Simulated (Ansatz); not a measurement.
The cell is built on a prototype and need not be the phase stable at ambient conditions.

By PBEsol, the system below comes out a metal.

A figure of merit of an interconnect metal is its ballistic conductance per area.

Input:

```
OsC
1.0
    2.67306     0.00000     0.00000
    0.00000     2.67306     0.00000
    0.00000     0.00000     2.67306
Os C
1 1
Cartesian
  0.00000   0.00000   0.00000
  1.33653   1.33653   1.33653
```

Space group of this cell: Pm-3m, CsCl type. The cell was relaxed by PBE-D3(BJ); by PBEsol its mean pressure is -3.1 GPa.

The current flows along the normal of the first two printed cell vectors. No spin-orbit coupling; the value is a mean over 0.1 eV about the Fermi level.

Task: Give the ballistic conductance per area that PBEsol run with Ansatz (an electronic-structure program) yields.

Result: 1.8 × 10¹⁵ S/m² for both spins.
